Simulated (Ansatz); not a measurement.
We consider HfO2 (model structure, started from the baddeleyite type, P2₁/c, No. 14, 12 atoms in the cell), described by r²SCAN (PAW; Ansatz, a first-principles code).

Settings: plane-wave cutoff 560 eV, 8×8×8 k mesh, Fermi–Dirac smearing 0.01 eV, scalar-relativistic PAW data made under PBE.

Cell (relaxed at this level):

```xyz
12
Lattice="5.1143 0.0000 -0.0119 0.0000 5.1817 0.0000 -0.8590 0.0000 5.2258" Properties=species:S:1:pos:R:3 pbc="T T T"
Hf     1.2337     0.2169     1.0851
Hf     3.4511     2.8078     1.5160
Hf     3.0216     4.9648     4.1289
Hf     0.8042     2.3740     3.6980
O      0.0624     1.7291     1.7973
O      4.6223     4.3199     0.8037
O      4.1928     3.4526     3.4166
O     -0.3671     0.8618     4.4102
O      1.8801     3.9260     2.4951
O      2.8047     1.3351     0.1059
O      2.3752     1.2558     2.7188
O      1.4506     3.8466     5.1080
```

Task: Estimate the band gap, smallest direct gap on the k points sampled and Γ–Γ gap that the calculation returns.

Result: 
- band gap: 4.59 eV
- smallest direct gap on the k points sampled: 4.68 eV
- Γ–Γ gap: 5.04 eV

Spin–orbit coupling is not included.

The computed numbers hold no vibrational or temperature effects.

Computing time: around 4 core-minutes (rough).

A model structure was made by putting elements into a prototype or built by hand; here it ended with the formula and space group of a phase in our tables.
